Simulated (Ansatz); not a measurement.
## MoS2: band gap against strain

MoS2 (2H layered, P6_3/mmc, 16.336 Å³/atom at rest, c along z) under a strain ε along c (axis z), the other axes held. PBEsol-D3(BJ) in Ansatz, a plane-wave DFT program (PAW, default set), 420 eV, 12×12×3 Γ-centred mesh, Fermi-Dirac smearing 0.05 eV; ions are relaxed within the symmetry of each cell. Gaps are the smallest over the k-mesh and a band path, without spin-orbit coupling; in all rows the valence edge lies at Γ and the conduction edge at about 0.7 Å⁻¹ from Γ.

Here s stands for strain and Eg for gap.

```
strain (%)  gap (eV)
----------  --------
0.00            0.52
0.60            0.56
1.20            0.60
1.80            0.64
3.00               ?
```

The 4 complete rows are fitted with a straight line, Eg against s. Means: s 0.90000, Eg 0.580. About the means, the sum of products is 0.12000 and the sum of squares of s is 1.8000; the slope is their ratio. Least squares gives Eg = 0.520 + 0.0667·s. Residuals (row less fit): 0.000, 0.000, 0.000, 0.000; standard error 0.000 (degrees of freedom: 2). Over these rows the gap moves by 6.7 ± 0.2 eV per unit strain.

Question: What does the fit predict for Eg at s = 3.00, and how far is the calculated value from it?

Answer: Eg = 0.520 + 0.0667 × 3.0 = 0.720 eV. The calculation gives 0.72 eV, which the fit meets to the printed digits. The row lies outside the fitted rows, so this is an extrapolation. The fitted rows scatter only by rounding.

Rows are the converged runs of the series near zero and its far end; series whose fitted rows scatter by over a few per cent of the range, as at a crossing or softening among them, aren't shown in this form. Most that stay on the fit to the last digits aren't either.
